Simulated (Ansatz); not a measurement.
Input:

End structure of the (11-20) surface of hcp Ru in its 1x1 cell, outermost plane spacing 1.36 Å in the ideal cut:

```yaml
crystal:
  lattice:
    - [4.29304, 0.00000, 0.00000]
    - [0.00000, 4.71360, 0.00000]
    - [0.00000, 0.00000, 26.00000]
  atoms:
    - { symbol: Ru, position: [0.25000, 0.83771, 0.32042] }
    - { symbol: Ru, position: [0.75000, 0.16229, 0.32042] }
    - { symbol: Ru, position: [0.25000, 0.34161, 0.36899] }
    - { symbol: Ru, position: [0.75000, 0.65839, 0.36899] }
    - { symbol: Ru, position: [0.25000, 0.83361, 0.42107] }
    - { symbol: Ru, position: [0.75000, 0.16639, 0.42107] }
    - { symbol: Ru, position: [0.25000, 0.33406, 0.47387] }
    - { symbol: Ru, position: [0.75000, 0.66594, 0.47387] }
    - { symbol: Ru, position: [0.25000, 0.83406, 0.52613] }
    - { symbol: Ru, position: [0.75000, 0.16594, 0.52613] }
    - { symbol: Ru, position: [0.25000, 0.33361, 0.57893] }
    - { symbol: Ru, position: [0.75000, 0.66639, 0.57893] }
    - { symbol: Ru, position: [0.25000, 0.84161, 0.63101] }
    - { symbol: Ru, position: [0.75000, 0.15839, 0.63101] }
    - { symbol: Ru, position: [0.25000, 0.33771, 0.67958] }
    - { symbol: Ru, position: [0.75000, 0.66229, 0.67958] }
```

Slab: 16 atoms, 9.5 Å thick at the start (thin: gaps and levels are the slab's own); k 9x8x1, smearing 0.1 eV, dipole-corrected; all atoms relaxed; start symmetry kept, larger cells not searched; no spin, no spin-orbit, no U.

Task: What is the computed surface energy (mean of both faces) (PBE in Ansatz, a quantum-chemistry and plane-wave program)?

Result: 3.40 J/m²

Task: Predict the work function of the top face from PBE.

Result: 4.43 eV
